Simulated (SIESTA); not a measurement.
Worked example: self-consistent single point of AgI (F-43m, 2 atoms in the cell) in SIESTA.

Method of the run: GGA PBE, numerical atomic orbitals TZP, PseudoDojo PBE standard norm-conserving potentials (rewritten from UPF to PSML) run with SIESTA.

```
CELL_PARAMETERS angstrom
      0.00000     3.25000     3.25000
      3.25000     0.00000     3.25000
      3.25000     3.25000     0.00000
ATOMIC_POSITIONS crystal
  Ag 0.00000 0.00000 0.00000
  I  0.25000 0.25000 0.25000
```

Reference input (self-consistent single point, DFT, GGA PBE, numerical atomic orbitals TZP, PseudoDojo PBE standard norm-conserving potentials (rewritten from UPF to PSML)): XC.functional = GGA; XC.authors = PBE; potentials = PseudoDojo PBE standard; PAO.BasisSize = TZP; PAO.EnergyShift = 0.01 Ry; MeshCutoff = 350 Ry; kgrid.MonkhorstPack = 9 9 9; OccupationFunction = FD; ElectronicTemperature = 0.05 eV; MaxSCFIterations = 150; SCF.Mixer.Method = Broyden; SCF.Mixer.Weight = 0.25. This run's input differs from it in these lines:

```diff
@@ -28,5 +28,5 @@
 %block kgrid.MonkhorstPack
-    9   0   0  0.0
-    0   9   0  0.0
-    0   0   9  0.0
+    4   0   0  0.0
+    0   4   0  0.0
+    0   0   4  0.0
 %endblock kgrid.MonkhorstPack
```

Output, abridged:

```
        iscf     Eharris(eV)        E_KS(eV)     FreeEng(eV)     dDmax    Ef(eV) dHmax(eV)
   scf:    1    -4553.641092    -4563.191806    -4563.194925  1.414070 -1.610770 15.779754
   scf:    2    -4570.693320    -4568.009915    -4568.009915  0.659590 -2.762451  3.424712
   scf:    3    -4568.320487    -4568.208220    -4568.208221  0.131833 -3.022759  0.633454
   scf:    4    -4568.202621    -4568.212539    -4568.212539  0.055855 -3.196476  0.541742
   scf:    5    -4568.219065    -4568.217863    -4568.217863  0.029154 -3.154116  0.072028
   scf:    6    -4568.217611    -4568.217747    -4568.217747  0.002488 -3.156744  0.110209
   scf:    7    -4568.218057    -4568.217926    -4568.217926  0.002797 -3.164548  0.043312
   scf:    8    -4568.217973    -4568.217958    -4568.217958  0.001744 -3.168447  0.003129
   scf:    9    -4568.217958    -4568.217958    -4568.217958  0.000107 -3.169044  0.000265
   scf:   10    -4568.217958    -4568.217958    -4568.217958  0.000028 -3.169152  0.000140
SCF Convergence by DM+H criterion
max |DM_out - DM_in|         :     0.0000277140
max |H_out - H_in|      (eV) :     0.0001397350
SCF cycle converged after 10 iterations

Using DM_out to compute the final energy and forces

siesta: E_KS(eV) =            -4568.2180

siesta: E_KS - E_eggbox =     -4568.2180

siesta: Atomic forces (eV/Ang):
     1   -0.000078   -0.000078   -0.000078
     2    0.000078    0.000078    0.000078
   Tot    0.000000    0.000000    0.000000
   Max    0.000078
   Res    0.000078    sqrt( Sum f_i^2 / 3N )
   Max    0.000078    constrained

Stress tensor Voigt[x,y,z,yz,xz,xy] (kbar):        1.61        1.61        1.61       -0.06       -0.06       -0.06
(Free)E + p*V (eV/cell)    -4568.2869
Target enthalpy (eV/cell)    -4568.2180

siesta: Program's energy decomposition (eV):
siesta: FreeEng =     -4568.217958

   [... lines left out ...]
siesta: Cell volume =         68.656250 Ang**3
siesta:          -1.60836410         -1.61131815  kBar
   [... lines left out ...]
               5Pdx2-y2
   2  6.720   1.489  -0.105   0.396   1.251   1.251   1.251  -0.196  -0.196
             -0.196   0.535   0.535   0.535   0.036   0.036   0.032   0.036

              0.032

mulliken: Qtot =       26.000

Mulliken Atomic Populations:
Atom #   charge [q] valence [e]  Species
     1    -0.279776   19.279776  Ag
     2     0.279776    6.720224  I
 Total     0.000000
```

The run converged in 10 iterations. Against the reference run the free energy goes up by 7.9 meV/atom, the pressure goes from -0.29 to -0.16 GPa and the gap on the mesh hardly changes (1.486 to 1.482 eV).

The starting cell has typed, rounded lattice constants, without a prior relaxation at this level. Spin-orbit coupling is off. Values carry the incompleteness of an atom-centred basis.
